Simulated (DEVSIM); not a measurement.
Structure: Ru/Al2O3/p-In0.53Ga0.47As capacitor, at 300 K.

```tsv
layer (left to right)	material	thickness (nm)	Na (cm⁻³)
1	Al2O3	17.0	-
2	In0.53Ga0.47As	340	2.7e18
```

Metal gate on the left, work function 4.7 eV. Fixed charge at the semiconductor interface 1.12e12 cm⁻² (in units of +e); no interface traps.

This is a model device: material constants are rounded textbook-type values typed into the input, and sizes, dopings and lifetimes were drawn at random. Values at 300 K.

```
parameter      Al2O3  In0.53Ga0.47As
-------------  -----  --------------
gap (eV)         6.8            0.74
affinity (eV)   1.35            4.51
permittivity       9            13.9
Nc (cm⁻³)          -          2.1e17
Nv (cm⁻³)          -          7.7e18
```

Model (solved in DEVSIM): 1D Poisson equation in equilibrium, Boltzmann statistics, complete ionisation; no quantum confinement or tunnelling. Metal contacts follow the ideal Schottky-Mott rule: no Fermi-level pinning, no interface dipoles.

Problem. Tabulate band edges, carrier densities and field at 0.8 V on the gate.

Solution. Energies count from the Fermi level of the right contact; mesh points crowd at the junctions.

```csv
x (μm),Ec (eV),Ev (eV),n (cm⁻³),p (cm⁻³),field (V/cm)
0.000,2.550,-4.250,< 1e2,< 1e2,550000
0.001001,2.605,-4.195,< 1e2,< 1e2,550000
0.002744,2.701,-4.099,< 1e2,< 1e2,550000
0.005778,2.869,-3.931,< 1e2,< 1e2,550000
0.01161,3.190,-3.610,< 1e2,< 1e2,550000
0.01448,3.349,-3.451,< 1e2,< 1e2,550000
0.01613,3.439,-3.361,< 1e2,< 1e2,550000
0.01731,0.343,-0.397,3.6e11,1.6e12,490000
0.01863,0.405,-0.335,3.3e10,1.8e13,450000
0.02115,0.506,-0.234,6.7e8,8.9e14,360000
0.02591,0.636,-0.104,4300000,1.4e17,190000
0.03921,0.712,-0.028,230000,2.6e18,3400
0.06015,0.713,-0.027,220000,2.7e18,≈ 0
0.09986,0.713,-0.027,220000,2.7e18,≈ 0
0.2086,0.713,-0.027,220000,2.7e18,≈ 0
0.2793,0.713,-0.027,220000,2.7e18,≈ 0
0.3165,0.713,-0.027,220000,2.7e18,≈ 0
0.3362,0.713,-0.027,220000,2.7e18,≈ 0
0.3487,0.713,-0.027,220000,2.7e18,≈ 0
0.3532,0.713,-0.027,220000,2.7e18,≈ 0
0.3555,0.713,-0.027,220000,2.7e18,≈ 0
0.3570,0.713,-0.027,220000,2.7e18,≈ 0
```
